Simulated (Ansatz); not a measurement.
## Computed paths: O vacancy in rutile SnO2, charge state +2

Consider O vacancy in rutile SnO2, charge state +2. The numbers are results of PBE, PAW (plane waves to 420 eV; Ansatz, a program for electronic structure), not measurements.

216-site cell at the relaxed PBE lattice, one k-point at (0.250, 0.250, 0.250), smearing 0.01 eV, spin-restricted, no finite-size correction. Static, classical nuclei. The charge state is imposed; whether it is stable for some Fermi level was not computed. Forms of the defect that were not tried may lie lower.

Barriers: single points on a 2×2×2 k-point mesh shifted by half a step at the bands' geometries.

| Route | Start site over the lowest site run (eV) | Hop (Å) | Forward barrier (eV) | Backward barrier (eV) | Neighbours at the start | Neighbours at the saddle | Saddle order | Forward, on the band's own sampling (eV) |
|---|---|---|---|---|---|---|---|---|
| one O atom jumps into the vacancy from a nearby O site | 0.00 | 2.37 | 0.90 | 0.90 | 2 Sn at 2.04, Sn at 2.27 Å | 2 Sn at 1.89 Å | not checked, on a symmetry element | 0.90 |
| one O atom jumps into the vacancy from a nearby O site | 0.00 | 2.77 | 1.21 | 1.21 | O at 2.67; Sn at 2.06, Sn at 2.11, Sn at 2.15 Å | Sn at 1.99, Sn at 2.25 Å | not checked | 1.21 |
| one O atom jumps into the vacancy from a nearby O site | 0.00 | 3.23 | 2.12 | 2.12 | O at 2.68; Sn at 2.07, Sn at 2.10, Sn at 2.12 Å | 2 O at 2.50; Sn at 1.96, Sn at 2.33, Sn at 2.33 Å | not checked, on a symmetry element | 2.12 |

Paths come from climbing-image nudged elastic band runs. Of the routes that converged and passed our checks, the lowest saddle point lies 0.90 eV above the lowest of the sites run (one O atom jumps into the vacancy from a nearby O site); other sites, such as split forms, and other routes may lie lower. A band can be held on a symmetry element, so unchecked saddle points there may be too high.
